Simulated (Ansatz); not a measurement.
Start from WSi2 (space group I4/mmm, No. 139; a = 3.229 Å, c = 7.868 Å).

The values are results of PBE/PAW in Ansatz (an electronic-structure program), spin-orbit coupling left out, earlier PAW set, not measurements.

For the base:

```
Item                   Value
-------------------  -------
Lattice parameter a  3.229 Å
```

The change: a negative pressure, −2 GPa.

Question: What does the calculation give for the lattice parameter a after the change?

Answer: The lattice parameter a rises by 0.011 Å to 3.240 Å.

Load acts through the strain it causes; cell and atoms are relaxed under it. Whether these cells are dynamically stable was not tested. All final runs are without spin polarisation.
